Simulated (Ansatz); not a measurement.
Given:

```yaml
crystal:
  lattice:
    - [2.91011, 0.00000, 0.00000]
    - [0.00000, 4.11551, 0.00000]
    - [1.45505, 2.05776, 1.50563]
  atoms:
    - { symbol: O, position: [0.00000, 0.00000, 0.00000] }
    - { symbol: Mg, position: [0.00000, 0.50000, 0.00000] }
```

No spin polarisation.

Method: PBEsol (Ansatz, a program for electronic structure; PAW; 420 eV plane waves; no SOC). Settings: 13×13×13 k-points, 0.05 eV Fermi–Dirac smearing.

Predict the space group.

Immm (No. 71).

Estimate the band gap.

4.82 eV.

The cells carry an imposed strain or load. Whether these cells are dynamically stable was not tested. The cell was made from MgO in the rock salt structure (space group Fm-3m, No. 225) by this change: biaxial strain −2.34 %, plane normal [110], relaxed out of plane.
